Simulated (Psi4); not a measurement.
Psi4 1.11, WB97X/def2-tzvp: Cr(O)(NH)(F)(Cl) ([NH]=[Cr](=[O])([F])[Cl]), 6 atoms. The geometry is a generated start, not checked to be a minimum at this level.

```yaml
task: energy
method: wb97x
basis: def2-tzvp
memory: 3 GB
maxiter: 100
keys_of_the_molecule_block: symmetry c1
scf_type: df (default)
guess: auto, which took SAD (default)
scf_initial_accelerator: adiis (default)
e_convergence: 1e-06 (default)
d_convergence: 1e-06 (default)
dft_radial_points: 75 (default)
dft_spherical_points: 302 (default)
basis_functions: 181
grid_points: 130562
```

```xyz
6

Cr     0.1239     0.3109     0.2752
O      1.6405     0.4540     0.5715
N     -0.2098    -0.6975    -0.9640
H     -0.1468    -1.3324    -1.7498
F     -0.6484     1.7913    -0.0445
Cl    -0.7593    -0.5263     1.9116
```

Charge 0 and multiplicity 1 are set for this test and not shown to be the ground state.

One run each on 2 threads. Values of diis_max_vecs tried: 3, 6, 10 (default), 20.

Q: How does the count of SCF iterations change with diis_max_vecs, and where is it least?

A: Fewest SCF iterations, within one of each other: 10 (default) with 13, 20 with 13. The count rises to 23 at 3. All converge to one solution.

```
diis_max_vecs  SCF iterations            end
-------------  --------------  -------------
3                          23  same solution
6                          15  same solution
10 (default)               13  same solution
20                         13  same solution
```
